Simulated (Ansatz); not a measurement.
**TmRh₂ (Fd-3m, No. 227)**

Computed with r²SCAN (Ansatz, a quantum-chemistry and plane-wave program, plane waves, PAW).

Run with plane-wave cutoff 500 eV, 14×14×14 k mesh, Fermi–Dirac smearing 0.1 eV, spin-polarised start, scalar-relativistic PAW data made under PBE.

Cell (relaxed at this level):

```yaml
crystal:
  lattice:
    - [0.00000, 3.73560, 3.73560]
    - [3.73560, 0.00000, 3.73560]
    - [3.73560, 3.73560, 0.00000]
  atoms:
    - { symbol: Tm, position: [0.50000, 0.50000, 0.50000] }
    - { symbol: Tm, position: [0.75000, 0.75000, 0.75000] }
    - { symbol: Rh, position: [0.12500, 0.12500, 0.12500] }
    - { symbol: Rh, position: [0.62500, 0.12500, 0.12500] }
    - { symbol: Rh, position: [0.12500, 0.12500, 0.62500] }
    - { symbol: Rh, position: [0.12500, 0.62500, 0.12500] }
```

* **equilibrium volume per atom**: 17.38 Å³/atom
* **lattice parameter a**: 7.471 Å

Note: the magnetic order was assumed, not searched for or taken from measurement; the 4f shell is treated without U or exact exchange, so its levels and filling can be wrong.

Spin–orbit coupling is not included.

It cost about 26 core-minutes (a rough figure) of CPU time.
